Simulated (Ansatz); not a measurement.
Subject: the formation energy of SnSe2 (CdI2 type, P-3m1) from the elements. Reaction: Sn (white tin) + 2 Se (P3₁21) → SnSe2 (CdI2 type). A negative value means that the right-hand side lies lower. The value is per atom of the solid.

SnSe2 (CdI2 type, P-3m1), 3 atoms in the cell, k-point mesh 12×12×6 on the run's own vectors.
```cif
data_Se2Sn
_chemical_formula_sum 'Sn1 Se2'
_space_group_name_H-M_alt 'P 1'
_space_group_IT_number 1
_cell_length_a 3.84008
_cell_length_b 3.84008
_cell_length_c 6.00401
_cell_angle_alpha 90.000
_cell_angle_beta 90.000
_cell_angle_gamma 120.000
loop_
_space_group_symop_operation_xyz
  'x, y, z'
loop_
_atom_site_label
_atom_site_type_symbol
_atom_site_fract_x
_atom_site_fract_y
_atom_site_fract_z
_atom_site_occupancy
Sn1 Sn 0.00000 0.00000 0.00000 1
Se1 Se 0.66667 0.33333 0.73459 1
Se2 Se 0.33333 0.66667 0.26541 1
```

Sn (white tin, I4₁/amd), 2 atoms in the cell, k-point mesh 22×22×22 on the run's own vectors. Conventional cell: a = b = 5.863 Å, c = 3.168 Å, α = β = γ = 90.00°.

Se (P3₁21), 3 atoms in the cell, k-point mesh 12×12×8 on the run's own vectors. Conventional cell: a = b = 4.0658 Å, c = 5.1300 Å, α = β = 90.00°, γ = 120.00°.

All numbers come from Ansatz (a program for electronic structure), plane waves with PAW, its PAW set soft_1, cutoff 420 eV, 500 eV for r2SCAN. The structures are at rest with PBE+D3(BJ); other levels are single points on them, but for the rows marked own geometry. HSE06 runs on coarser k-point meshes, mended by the PBE difference between the two meshes. Some cells are metallic or hold partly filled levels, where a hybrid on a coarse mesh is less sure. Neutral cells; Fermi-Dirac smearing of at most 0.10 eV in the solids, energies taken to zero width. The lattices are those relaxed with PBE+D3(BJ), so at other levels the solids can be strained, which adds to the spread. A dispersion term (D3(BJ), or D4 for r2SCAN) was computed beside these levels and is taken off wherever the name lacks it. Space groups of crystals are read within 0.01 Å. No zero-point or thermal terms. Spin-orbit coupling is left out.

Task: Predict the value from PBE+D3(BJ).

Result: -0.35 eV/atom, for Sn (white tin) + 2 Se (P3₁21) → SnSe2 (CdI2 type).

Task: What do the other levels give, and how wide is the spread?

Result: 
```csv
Method,value (eV/atom),less PBE+D3(BJ)
r2SCAN+D4,-0.48,-0.13
HSE06,-0.46,-0.11
HSE06+D3(BJ),-0.45,-0.10
r2SCAN+D4 (own geometry),-0.47,-0.12
```

The levels shown span 0.13 eV/atom, from r2SCAN+D4 (-0.48) to PBE+D3(BJ) (-0.35).
